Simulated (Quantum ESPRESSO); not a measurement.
Troubleshooting Quantum ESPRESSO: a failed run on In2O3 (Ia-3, 40 atoms in the cell). The aim is a self-consistent single point with DFT, PBE, plane waves, GBRV 1.5 ultrasoft (PBE) pseudopotentials.

Cell that was meant: a = 8.8150 Å, b = 8.8150 Å, c = 8.8150 Å, α = 109.47°, β = 109.47°, γ = 109.47°.

Part of the input:

```fortran
  ecutrho = 200
  occupations = 'smearing'
  smearing = 'fermi-dirac'
/
&electrons
  conv_thr = 1.0e-11
  mixing_beta = 0.5
```

The program printed (abridged):

```
 %%%%%%%%%%%%%%%%%%%%%%%%%%%%%%%%%%%%%%%%%%%%%%%%%%%%%%%%%%%%%%%%%%%%%%%%%%%%%%
     Error in routine  set_occupations (1):
      smearing requires a value for gaussian broadening (degauss)
 %%%%%%%%%%%%%%%%%%%%%%%%%%%%%%%%%%%%%%%%%%%%%%%%%%%%%%%%%%%%%%%%%%%%%%%%%%%%%%

     stopping ...
```

Question: From the messages shown, name the fault and mend the input.

Answer: The fault is smearing without a width. A smearing function needs a non-zero width. To fix it, give the width. The program stopped before any SCF iteration.

An input that runs soundly differs in these lines (not the only fix; some lines may just follow from the change or write a value another way):
```diff
+  degauss = 0.0036749
```

With that input, the run converged in 12 iterations: free energy E − TS -39618.9004 eV; top of the valence band (on the code's own zero) 8.57 eV; gap on the k-point mesh 1.11 eV; pressure 3.55 GPa; largest force (vector length) 0.323 eV/Å (DFT, PBE, plane waves, GBRV 1.5 ultrasoft (PBE) pseudopotentials).

On the sound input: the starting cell was generated: these elements placed on a structure prototype, without a prior relaxation; it need not be a known phase or ordering of this composition. Its lattice was rescaled by a random factor within 2.5 % of one. With a pressure of about 4 GPa the cell is away from its equilibrium volume at this level.
